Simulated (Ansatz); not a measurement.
Cell and atoms of amorphous Si$_{30}$N$_{44}$Zr$_{3}$:

```xyz
77
Lattice="9.7532 -0.1822 -0.0010 -0.1822 9.1797 -0.1475 -0.0010 -0.1475 9.7459" Properties=species:S:1:pos:R:3 pbc="T T T"
Si     0.4362     2.0815     3.2745
Si     1.1028     7.2412     0.2516
Si     8.1813     2.7432     1.5655
Si     3.7987     9.0105     0.9906
Si     0.7702     3.6615     6.0651
Si     4.0601     7.3500     5.4705
Si     5.6434     5.3052     2.0875
Si     5.4638     8.7505     8.1665
Si     9.5355     8.5558     4.3565
Si     5.4982     7.7701     3.2752
Si     2.5615     2.4322     1.1854
Si     0.0805     1.8750     8.7233
Si     0.8123     4.8094     2.1752
Si     5.8899     2.4986     6.9422
Si     8.3442     7.7941     8.6751
Si     3.0746     1.8926     6.0374
Si     3.0718     6.7135     7.6665
Si     1.3960     6.2469     5.1145
Si     3.2259     5.0580     0.3822
Si     5.6388     3.2302     0.2389
Si     2.9207     0.5174     3.6550
Si     0.9190     8.6130     7.2113
Si     3.1292     1.2177     8.4296
Si     2.8159     6.8570     2.5859
Si     8.6937     2.0154     5.7406
Si     8.1550     6.0055     3.2258
Si     6.9300     0.4677     5.5779
Si     8.7752     6.0937     6.1610
Si     3.7721     4.1438     7.0471
Si     5.9998     5.0531     4.9022
N      5.7846     4.1703     3.4193
N      1.7939     1.7831     9.4040
N      3.9894     5.8120     1.7825
N      8.9480     2.8914     0.0311
N      3.8712     3.4193     0.5618
N      5.2070     8.4837     1.7240
N      9.5385    -0.0283     8.2058
N      2.3290     0.6030     6.9659
N      8.8185     4.5850     2.2778
N      6.9758     2.2854     5.4775
N      6.7044     6.6411     2.4745
N      6.4511     3.0860     8.4447
N      5.2346     6.5959     4.5702
N      6.1193     0.6482     7.0640
N      6.3536     0.0105     4.0761
N      1.6584     7.4544     8.3269
N      1.4960     5.4855     0.6806
N      9.1713     7.4749     0.3858
N      0.3923     5.2781     6.0717
N      6.8100     8.3416     9.1855
N      2.4265     3.5044     6.1011
N      0.3885     7.6866     5.6776
N      2.3865     7.9338     1.2602
N      2.8406     6.2802     5.9909
N      8.6494     0.3207     5.4799
N      6.4656     2.2391     1.4274
N      3.4182     1.2002     2.0894
N      5.2865     4.2046     6.2351
N      8.7715     1.3876     2.4411
N      8.2101     6.3148     7.7248
N      1.4454     3.1606     2.2962
N      7.7124     5.5855     4.9160
N      4.2945     0.2647     9.2803
N      6.3183     4.7854     0.6150
N      1.5714     5.9167     3.4089
N      3.4687     5.2182     8.4230
N      3.8708     1.5523     4.6218
N      9.5294     2.5888     7.1974
N      4.0942     2.3775     7.4501
N      4.4730     7.6429     7.1733
N      8.9035     7.5557     3.1785
N      1.2240     0.6303     3.8792
N      3.3414     8.0551     3.8683
N      0.0215     2.9705     4.6785
Zr     7.8591     4.4866     9.0195
Zr     7.5276     8.5823     1.5967
Zr     5.6272     2.0245     3.3623
```

Level of theory: PBE, scalar-relativistic without spin-orbit coupling (plane waves to 420 eV, PAW; Ansatz, an electronic-structure program).

Preparation: random packing, a CHGNet melt and quench, and a DFT relaxation. N atoms were pushed apart under 1.9 Å during the dynamics, to hinder bonds among them. The hot cell started wider than the set density and was brought back towards it in steps. It is the lowest in DFT energy of 2 quenches. It is a model cell: composition and starting density were chosen by hand, and all elements were melted together. No dispersion term was used. Its density started from a set value of 3.30 and ended at 3.30 g/cm³. The quench (nominally 380 K/ps over its main leg) was far faster than any real one, so the model tends to hold more defects than a real film. A cell of this size samples the disorder only roughly. Volume and shape were free in the relaxation.

Neighbours within Si-Si 2.60 Å, Si-N 2.32 Å, Si-Zr 2.93 Å, N-N 1.70 Å, N-Zr 2.71 Å, Zr-Zr 3.41 Å count as bonded. Two cations that share two anions don't count as bonded, nor two that share one unless they lie closer than Si-Si 2.38 Å, Si-Zr 2.85 Å, Zr-Zr 3.32 Å.

Q: Give the coordination numbers, mean bond lengths and angles.

A: 
```json
{
  "Mean coordination of Si by anions": "4.07 (28 with 4, 2 with 5)",
  "Mean coordination of N": "3.14 (38 with 3, 6 with 4)",
  "Mean coordination of Zr by anions": "5.33 (1 with 4, 2 with 6)",
  "Mean Si-N bond": "1.767 Å (spread 0.077 Å, 122 counted)",
  "Mean N-Zr bond": "2.276 Å (spread 0.155 Å, 16 counted)",
  "Bond angle at Si": "mean 108.8°, spread 12.6°",
  "Bond angle at N": "mean 115.7°, spread 16.9°",
  "Bond angle at Zr": "mean 102.6°, spread 26.4°"
}
```

Q: Which atoms depart from the most common coordination of their element?

A: Si10 has 5 (N45 1.70 Å, N36 1.73 Å, N43 1.77 Å, N41 1.84 Å, N73 2.26 Å); Si14 has 5 (N42 1.71 Å, N40 1.84 Å, N44 1.87 Å, N69 1.87 Å, N58 1.94 Å); N40 has 4 (Si25 1.76 Å, Si27 1.82 Å, Si14 1.84 Å, Zr77 2.52 Å); N41 has 4 (Si7 1.75 Å, Si26 1.75 Å, Si10 1.84 Å, Zr76 2.28 Å); N52 has 4 (Si9 1.79 Å, Si18 1.85 Å, Si22 1.87 Å, Si28 2.02 Å); N57 has 4 (Si11 1.75 Å, Si4 1.76 Å, Si21 1.78 Å, Zr77 2.68 Å); N69 has 4 (Si23 1.80 Å, Si16 1.81 Å, Si29 1.84 Å, Si14 1.87 Å); N73 has 4 (Si21 1.79 Å, Si24 1.83 Å, Si6 1.89 Å, Si10 2.26 Å); Zr75 has 4 (N64 2.05 Å, N42 2.07 Å, N34 2.19 Å, N60 2.27 Å).

Q: List the pairs of like atoms that count as bonded by the rules above.

A: There are none by these rules.
